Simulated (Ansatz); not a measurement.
Take Ti in the hcp (Mg type) structure (space group P6_3/mmc, No. 194; relaxed with 0.1 eV smearing) as the base.

```
Ti
1.0
    2.90164     0.00000     0.00000
   -1.45082     2.51289     0.00000
    0.00000     0.00000     4.59296
Ti
2
Direct
  0.66667   0.33333   0.75000
  0.33333   0.66667   0.25000
```

Cartesian axes are those of the cell as printed.

All numbers come from PBEsol (Ansatz, a quantum-chemistry and plane-wave program, PAW, no spin-orbit coupling).

Strains are applied to the cell and any free atomic positions relax.

One change was made to it. Results:

| quantity | base | after |
|---|---|---|
| energy relative to the base (free energy F) | 0 meV/atom | +0.9 meV/atom |
| largest internal atomic displacement | – | 0.012 Å |
| pressure (mean of the normal stresses, compression positive) | 0.0 GPa | 1.2 GPa |

Question: What was done to the base?
A) uniaxial strain ε_xx = +2.50 %
B) uniaxial strain ε_xx = −1.00 %
C) uniaxial strain ε_xx = −2.50 %
D) uniaxial strain ε_xx = +3.00 %
E) uniaxial strain ε_xx = +2.00 %

Answer: B, uniaxial strain ε_xx = −1.00 %. For comparison, the energy relative to the base in the other runs: uniaxial strain ε_xx = +2.50 % gives +5.2 meV/atom; uniaxial strain ε_xx = +2.00 % gives +3.4 meV/atom; uniaxial strain ε_xx = −2.50 % gives +5.8 meV/atom; uniaxial strain ε_xx = +3.00 % gives +7.4 meV/atom.

Whether these cells are dynamically stable was not tested. The final runs are not spin-polarised.
